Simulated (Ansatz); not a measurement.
Cell and atoms of amorphous IGZO (In₉Ga₉Zn₉O₃₇):

```xyz
64
Lattice="9.1315 0.2275 0.0666 0.2274 9.2955 -0.0724 0.0667 -0.0725 9.4306" Properties=species:S:1:pos:R:3 pbc="T T T"
In     2.3849     6.3254     8.9616
In     3.4674     9.2742     6.6615
In     5.7680     1.0041     4.1283
In     8.4670     5.4773     6.9325
In     9.0556     3.9242     0.3420
In     3.8211     2.3049     1.3857
In     5.1028     8.3501     0.7449
In     9.0683     1.8506     6.2239
In     2.5046     9.1823     3.3068
Ga     2.2611     6.1253     5.5413
Ga     0.1014     2.4394     3.2793
Ga     5.3580     4.8503     0.5250
Ga     3.6574     5.7334     2.7836
Ga     2.9535     2.9937     4.7184
Ga     6.3869     3.8273     5.0441
Ga     6.5782     8.6251     6.9053
Ga     6.4631     2.5704     8.0918
Ga     8.4741     7.2737     0.6054
Zn     5.4852     7.2774     4.4493
Zn     7.2418     5.5679     2.6352
Zn     1.3046     0.6973     0.3636
Zn     8.7991     8.0281     4.3963
Zn     7.4303     0.9767     1.2991
Zn     2.3109     3.1640     7.8183
Zn     4.8187     5.4959     7.2366
Zn     0.9379     5.7255     2.8896
Zn     0.5748     8.2612     7.4499
O      2.3570     7.4676     6.8957
O      0.9330     8.0769     0.0189
O      4.2296     9.1100     4.6525
O      3.2446     4.8605     4.4976
O      3.0697     2.0945     6.4056
O      6.9673     8.6291     4.8935
O      7.5608     2.4973     0.0895
O      8.0570     7.5550     7.3090
O      2.3863     7.0798     3.7336
O      0.0986     1.0300     2.0504
O      0.4025     5.9778     5.1851
O      7.1025     5.4262     0.7068
O      5.0803     7.0000     2.5630
O      8.5535     7.1454     2.5320
O      4.6680     4.2019     2.1165
O      2.7043     1.9974     3.1539
O      3.2698     9.3586     1.1965
O      5.1079     9.1909     8.0180
O      8.9946     4.2928     2.4490
O      1.2671     0.6807     7.6722
O      7.0592     1.2208     6.9506
O      1.9250     2.6651     0.2343
O      2.8902     4.9856     7.2612
O      6.6598     5.5159     4.4272
O      7.5616     2.4716     4.3967
O      7.1597     8.5463     0.4015
O      0.6186     0.0035     4.8484
O      4.9236     3.1873     8.9777
O      6.5261     4.2552     6.9497
O      4.9170     2.7551     4.8660
O      5.5594     1.0428     2.0390
O      4.5807     6.3004     9.1634
O      0.9903     2.9445     4.8371
O      5.3295     7.1237     6.3567
O      0.3053     5.5994     8.9016
O      0.1675     3.3722     7.4479
O      2.3138     5.5749     1.4795
```

Method: PBE, scalar-relativistic without spin-orbit coupling (plane waves to 420 eV, PAW; Ansatz, a first-principles code). The usual formal charges leave 2 holes over, so the level spacing at the Fermi energy parts defect or band states and needn't be the band gap. In the spin-polarised cell the level spacing at the Fermi energy can part levels of unlike spin.

It comes from a melt-quench run on a machine-learned potential (CHGNet), relaxed afterwards by DFT. O atoms were pushed apart under 1.9 Å during the dynamics, to hinder bonds among them. The hot cell started wider than the set density and was brought back towards it in steps. It is the lowest in DFT energy of 2 quenches. It is a model cell: composition and starting density were chosen by hand, and all elements were melted together. No dispersion term was used. Its density started from a set value of 5.84 and ended at 5.90 g/cm³. The simulated quench (nominally 320 K/ps over its main leg) is rapid and tends to freeze in more defects than a deposited or slowly cooled glass has. One small periodic cell is one sample of the glass; other quenches scatter about these values. Volume and shape were free in the relaxation.

Neighbours within In-In 3.12 Å, In-Ga 2.90 Å, In-Zn 2.90 Å, In-O 2.62 Å, Ga-Ga 2.68 Å, Ga-Zn 2.68 Å, Ga-O 2.42 Å, Zn-Zn 2.68 Å, Zn-O 2.44 Å, O-O 1.58 Å count as bonded. Two cations that share two anions don't count as bonded, nor two that share one unless they lie closer than In-In 3.04 Å, In-Ga 2.82 Å, In-Zn 2.82 Å, Ga-Ga 2.61 Å, Ga-Zn 2.61 Å, Zn-Zn 2.61 Å.

**Question.** Give the coordination numbers, mean bond lengths and angles.

**Answer.** 
```
Item                                                             Result
---------------------------------  ------------------------------------
Mean coordination of In by anions             5.56 (4 with 5, 5 with 6)
Mean coordination of Ga by anions             4.56 (4 with 4, 5 with 5)
Mean coordination of Zn by anions             4.33 (6 with 4, 3 with 5)
Mean coordination of O                      3.51 (18 with 3, 19 with 4)
Mean In-O bond                     2.218 Å (spread 0.097 Å, 50 counted)
Mean Ga-O bond                     1.940 Å (spread 0.094 Å, 41 counted)
Mean Zn-O bond                     2.038 Å (spread 0.101 Å, 39 counted)
Bond angle at In                              mean 104.9°, spread 28.7°
Bond angle at Ga                              mean 107.4°, spread 22.0°
Bond angle at Zn                              mean 107.6°, spread 23.2°
Bond angle at O                               mean 110.9°, spread 14.9°
```

**Question.** List the pairs of like atoms that count as bonded by the rules above.

**Answer.** There are none by these rules.
